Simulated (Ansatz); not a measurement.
Here is the system:

End structure of a constructed model of the (100) surface of fcc Cu (in the relaxation 1 Cu–N bonds formed), c(2x2) layer of N, one a cell, on the site that continues the host's stacking (bottom of the slab: a bare face, its two planes held):

```xyz
13
Lattice="2.5668 2.5668 0.0000 -2.5668 2.5668 0.0000 0.0000 0.0000 26.5000" Properties=species:S:1:pos:R:3 pbc="T T T"
Cu     1.2834     1.2834     8.1362
Cu    -1.2834     1.2834     8.1362
Cu     0.0000     0.0000     9.9512
Cu     0.0000     2.5668     9.9512
Cu     1.2834     1.2834    11.7653
Cu    -1.2834     1.2834    11.7706
Cu     0.0000     0.0000    13.5931
Cu     0.0000     2.5668    13.5931
Cu     1.2834     1.2834    15.4150
Cu    -1.2834     1.2834    15.4115
Cu     0.0000     0.0000    17.3769
Cu     0.0000     2.5668    17.3769
N      1.2834     1.2834    17.5832
```

Model: 13-atom slab, 10.2 Å thick at the start (thin: gaps and levels are the slab's own), 10x10x1 mesh, Fermi-Dirac 0.1 eV, dipole correction, 4 atoms held, the rest relaxed; start symmetry kept, larger cells not searched; no spin, no spin-orbit, no U. It is one candidate, not shown to be the stable structure of the face.

Predict the work function of the top face from Ansatz (a program for electronic structure) with PBE.

4.67 eV
